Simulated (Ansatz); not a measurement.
**Element substitutions in C**

Take C in the diamond structure (space group Fd-3m, No. 227; a = 3.560 Å) as the base.

Each row replaces one element on all its sites; cell and atoms are relaxed.

Calculations: Ansatz (a first-principles code) r2SCAN, scalar-relativistic without spin-orbit coupling, earlier PAW set.

Candidates:
(a) C → Au
(b) C → S
(c) C → P
(d) C → Be

Base values:

| Item | Result |
|---|---|
| Lattice parameter a | 3.560 Å |

Task: Order them by lattice parameter a, highest first.

Result: (a) C → Au (6.075 Å), (b) C → S (5.759 Å), (c) C → P (5.431 Å), (d) C → Be (4.930 Å)

Stability against distortions was not tested. As relaxed here, Au, S, P and Be are hypothetical phases, not in the database extracts checked.
